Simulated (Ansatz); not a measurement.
Zr₃N₄ (Fd-3m, No. 227, 14 atoms in the cell; start mp-754381; a measured phase of this formula has another space group)

Calculation: dielectric-dependent PBEsol hybrid (Ansatz, a program for electronic structure, plane waves, PAW).

Run with plane-wave cutoff 460 eV, 4×4×4 k mesh, Fermi–Dirac smearing 0.01 eV, scalar-relativistic PAW data made under PBE.

Cell (relaxed with PBEsol):

```
CELL_PARAMETERS angstrom
      0.00000     4.54145     4.54145
      4.54145     0.00000     4.54145
      4.54145     4.54145     0.00000
ATOMIC_POSITIONS crystal
  Zr 0.12500 0.12500 0.62500
  Zr 0.12500 0.62500 0.12500
  Zr 0.12500 0.12500 0.12500
  Zr 0.62500 0.12500 0.12500
  Zr 0.75000 0.75000 0.75000
  Zr 0.50000 0.50000 0.50000
  N  0.36706 0.36706 0.89881
  N  0.88294 0.35119 0.88294
  N  0.36706 0.36706 0.36706
  N  0.35119 0.88294 0.88294
  N  0.36706 0.89881 0.36706
  N  0.88294 0.88294 0.35119
  N  0.89881 0.36706 0.36706
  N  0.88294 0.88294 0.88294
```

```json
{
  "band_gap": "1.08 eV (on the SCF k mesh)",
  "smallest_direct_gap_on_the_k_points_sampled": "1.27 eV"
}
```

Note: cell and atoms aren't relaxed at this level (pressure -0.9 GPa).

Spin–orbit coupling is not included.

The computed numbers hold no vibrational or temperature effects.

A start named mp-… is a Materials Project structure, which need not be a measured phase.
